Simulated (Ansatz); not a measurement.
# ZnS: response to strain

The parent structure is ZnS in the wurtzite structure (space group P6_3mc, No. 186; a = 3.738 Å, c = 6.143 Å). Axes: x lies along a and z along c of the hexagonal cell.

Strains are applied to the cell and any free atomic positions relax.

Method: LDA in Ansatz (plane waves to 420 eV, PAW, scalar-relativistic without spin-orbit coupling).

Notes on the quantities. energy relative to the base: free energy F.

```csv
uniaxial strain ε_xx (%),energy relative to the base (meV/atom)
0,0.0
0.6,0.3
1.2,?
1.8,2.5
2.4,4.5
3,6.9
```

Fit ΔE = Aε² + Bε³ (ε in %) to the rows shown and predict the withheld row.

Least squares on the printed values gives A = 0.804 and B = -0.012 meV/atom (largest residual 0.0 meV/atom); this predicts 1.1 meV/atom, and the run gives 1.1 meV/atom, in agreement.

No phonon test of stability was made.

Ansatz is an electronic-structure program.
